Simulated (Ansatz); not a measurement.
Adsorption energy and surface dipole of F on the 1x1 (111) surface of fcc Pt, one in a 2x1 cell, started at the site 'top Pt', worked from the runs' numbers; total energies count from the potentials' own zero.

Computed with PBE (plane waves to 420 eV, PAW; Ansatz, a program for electronic structure).

Model: 9-atom slab, 6.9 Å thick at the start under the adsorbate (thin: gaps and levels are the slab's own), 6x12x1 mesh, Fermi-Dirac 0.1 eV, dipole correction, 4 atoms held, the rest relaxed; symmetry of the start imposed; no spin, no spin-orbit, no U, no dispersion correction. At the end it is bonded to Pt. In PBE it is, or lies within 0.03 eV of, the lowest of the starts that converged.

```tsv
quantity	value
slab with the adsorbate	-100988.933 eV
clean slab, same cell and mesh	-100181.659 eV
reference, ½ F2(g)	-805.593 eV
area of the cell	13.65 Å²
change of the step from the bottom to the top vacuum level	2.358 eV
```

Problem. What is the adsorption energy against this reference?

Solution. E(slab + adsorbate) − E(slab) − E(reference) = -1.68 eV, so in this state the adsorbate is more stable than in the reference, at a coverage of 7.33 a nm².

Problem. What dipole does adsorption add to the slab along the outward normal (Helmholtz relation, ε₀ = 0.005526 e/(V·Å))?

Solution. p = −ε₀·A·ΔV = -0.178 e·Å = -0.85 D; its negative end points to the vacuum, which raises the vacuum level.
